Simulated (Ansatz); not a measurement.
System: C11b WSi2. Method: PBE (Ansatz, a program for electronic structure, plane waves, PAW).

Numerical settings: plane-wave cutoff 520 eV, 18×18×18 k mesh, Fermi–Dirac smearing 0.1 eV, perturbation theory, force constants from a 6×6×6 q mesh, no spin polarisation, scalar-relativistic PAW data made under PBE.

Computed at the level's own relaxed cell. Harmonic vibrational thermodynamics at fixed volume:

| T (K) | S_vib (J/K per mol of atoms) | C_V (J/K per mol of atoms) | F_vib (eV/atom) |
|---|---|---|---|
| 0 | 0.00 | 0.00 | 0.0499 |
| 200 | 14.28 | 18.21 | 0.0387 |
| 300 | 22.39 | 21.50 | 0.0196 |
| 500 | 33.99 | 23.60 | -0.0397 |
| 600 | 38.33 | 24.00 | -0.0773 |
| 800 | 45.30 | 24.41 | -0.1643 |
| 900 | 48.18 | 24.52 | -0.2127 |

The crystal is taken as a harmonic solid at every temperature: melting, phase changes and thermal expansion are not seen, nor the electrons' share in a metal.
